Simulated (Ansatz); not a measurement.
Effect of biaxial strain −0.99 %, plane normal [001], relaxed out of plane on MoS2

Consider MoS2 in the 3R-MoS2 type structure (space group R3m, No. 160; layered, stacked along the Cartesian z axis).

```
MoS2
1.0
    1.57661     0.91026     5.99789
   -1.57661     0.91026     5.99789
    0.00000    -1.82051     5.99789
Mo S
1 2
Cartesian
  0.00000   0.00000   0.00032
  0.00000   0.00000  13.55880
  0.00000   0.00000  10.43186
```

Cartesian axes are those of the cell as printed.

One thing is altered: biaxial strain −0.99 %, plane normal [001], relaxed out of plane (Cartesian); in-plane vectors clamped, the third vector and the atoms free.

Computed with Kohn–Sham DFT with the PBE-D3(BJ) functional, run in Ansatz (a first-principles code) with PAW and 420 eV plane waves, no SOC, earlier PAW set. Settings: 12×12×12 k-points, 0.05 eV Fermi–Dirac smearing.

The space group is still R3m (No. 160) and the shortest interatomic distance drops by 0.65 pm, from 239.9 pm to 239.3 pm. The energy goes up by 3.0 meV/atom and the pressure (mean of the normal stresses, compression positive) goes from zero to 1.92 GPa. The band gap rises by 0.03 eV (0.77 eV → 0.80 eV) and the gap character stays indirect, T → Γ–S₀ (56 % along). The width of the top valence band is nearly the same (1.86 eV against 1.84 eV) and the hole mass goes from 1.0 mₑ along k, 0.59 mₑ across (at T) to 0.90 mₑ along k, 0.68 mₑ across (at T). The out-of-plane strain comes out as +0.53 % and the ratio −ε⊥/ε∥ is 0.54. The mean in-plane stress (compression positive) is +2.9 GPa.

Final structure (turned so that z lies along the plane normal):

```yaml
crystal:
  lattice:
    - [3.12200, 0.00000, 0.00000]
    - [1.56100, 2.70374, 0.00000]
    - [1.56100, -0.90125, 6.02997]
  atoms:
    - { symbol: Mo, position: [0.99996, 0.00002, 0.00005] }
    - { symbol: S, position: [0.49266, 0.75367, 0.26101] }
    - { symbol: S, position: [0.84078, 0.57961, 0.73884] }
```

Cost of the whole job for the changed cell (relaxation, final SCF and bands): about 60 core-seconds (a rough figure).

Effective masses come from finite differences of ±0.01 Å⁻¹. Along k means along the line from Γ to the band edge. Whether these cells are dynamically stable was not tested.
